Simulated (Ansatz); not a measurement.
The parent structure is ZnO in the wurtzite structure (space group P6_3mc, No. 186).

```yaml
crystal:
  lattice:
    - [3.23518, 0.00000, 0.00000]
    - [-1.61759, 2.80175, 0.00000]
    - [0.00000, 0.00000, 5.21141]
  atoms:
    - { symbol: Zn, position: [0.66667, 0.33333, 0.00241] }
    - { symbol: Zn, position: [0.33333, 0.66667, 0.50241] }
    - { symbol: O, position: [0.66667, 0.33333, 0.62279] }
    - { symbol: O, position: [0.33333, 0.66667, 0.12279] }
```

Cartesian axes are those of the cell as printed.

Level of theory: DFT with r2SCAN, PAW potentials and a 500 eV plane-wave cutoff in Ansatz (a quantum-chemistry and plane-wave program), no spin-orbit coupling.

Base values:

* **Band gap**: 1.24 eV

Now apply this change: a pure shear with ε_xy = ε_yx = -0.0340, atoms relaxed at fixed cell.

Task: How does this affect the band gap, stress, energy relative to the base and largest internal atomic displacement?

Result: The band gap shrinks by 0.07 eV (1.24 eV → 1.17 eV); the stress (xx, yy, zz, yz, xz, xy; compression positive) comes out as (-0.42, 0.04, -0.28, 0.00, 0.00, 2.78) GPa; the energy rises by 6.9 meV/atom; the largest internal atomic displacement comes out as 0.041 Å.

The cells carry an imposed strain or load. No phonon test of stability was made.
